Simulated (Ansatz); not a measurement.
Reference: monolayer As, PBE, rigid bands (plane waves, PAW, scalar-relativistic; Ansatz, a first-principles code); axes and stresses refer to this cell.

```
CELL_PARAMETERS angstrom
      3.60509     0.00000     0.00000
     -1.80254     3.12210     0.00000
      0.00000     0.00000    17.27314
ATOMIC_POSITIONS crystal
  As 0.66667 0.33333 0.54026
  As 0.33333 0.66667 0.45974
```

The hole conductivity mass is 0.29 mₑ. The band gap is 1.62 eV. The electron conductivity mass is 0.23 mₑ.

Change: biaxial strain +3 %. What happens to hole conductivity mass, band gap, electron conductivity mass?

hole conductivity mass grows to 2.6 mₑ; band gap moves little, to 1.60 eV; electron conductivity mass decreases to 0.097 mₑ.

Masses are for dilute carriers at 300 K, harmonic means over directions unless an axis is named. Spin-orbit coupling is left out unless a row names it; without it hole values are far off for these elements. The structure type is held under load, also where the real crystal would transform.
